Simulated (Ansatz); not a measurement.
# Rock-salt GaSb (model structure)

Level of theory: r²SCAN-D4 (PAW; Ansatz, a first-principles code).

Run with plane-wave cutoff 500 eV, 12×12×12 k mesh, Fermi–Dirac smearing 0.05 eV, scalar-relativistic PAW data made under PBE.

Cell (relaxed at this level):

```yaml
crystal:
  lattice:
    - [0.00000, 2.85425, 2.85425]
    - [2.85425, 0.00000, 2.85425]
    - [2.85425, 2.85425, 0.00000]
  atoms:
    - { symbol: Ga, position: [0.00000, 0.00000, 0.00000] }
    - { symbol: Sb, position: [0.50000, 0.50000, 0.50000] }
```

For rock-salt GaSb (model structure), the band gap comes out as zero (no gap).

Note: the relaxation could raise the start's symmetry but not lower it, so the cell can be a saddle point.

Spin–orbit coupling is not included.

It cost about 21 core-seconds (a rough figure) of CPU time.

A model structure was made by putting elements into a prototype or built by hand; it is no filed structure, need not be a known phase, and can be a saddle point held by its symmetry.
